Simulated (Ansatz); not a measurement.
# TiC, response to strain

The parent structure is TiC in the rock salt structure (space group Fm-3m, No. 225; relaxed with 0.1 eV smearing).

```xyz
2
Lattice="0.0000 2.1465 2.1465 2.1465 0.0000 2.1465 2.1465 2.1465 0.0000" Properties=species:S:1:pos:R:3 pbc="T T T"
C      0.0000     0.0000     0.0000
Ti     2.1465     2.1465     2.1465
```

Strains are applied to the cell and any free atomic positions relax.

Method: PBEsol (Ansatz, a first-principles code; PAW; 420 eV plane waves; no spin-orbit coupling), earlier PAW set.

Notes on the quantities. energy relative to the base: free energy F.

```json
[
 {"isotropic strain (%)": "-5.76", "energy relative to the base (meV/atom)": "294.2"},
 {"isotropic strain (%)": "-1.24", "energy relative to the base (meV/atom)": "11.9"},
 {"isotropic strain (%)": "0", "energy relative to the base (meV/atom)": "0.0"},
 {"isotropic strain (%)": "1.33", "energy relative to the base (meV/atom)": "12.6"},
 {"isotropic strain (%)": "1.45", "energy relative to the base (meV/atom)": "?"},
 {"isotropic strain (%)": "5.04", "energy relative to the base (meV/atom)": "162.6"}
]
```

Task: Fit ΔE = Aε² + Bε³ (ε in %) to the rows shown and predict the withheld row.

Result: Least squares on the printed values gives A = 7.55 and B = -0.23 meV/atom (largest residual 0.2 meV/atom); this predicts 15.2 meV/atom, and the run gives 15.0 meV/atom, 0.2 lower.

No phonon test of stability was made. All final runs are without spin polarisation.
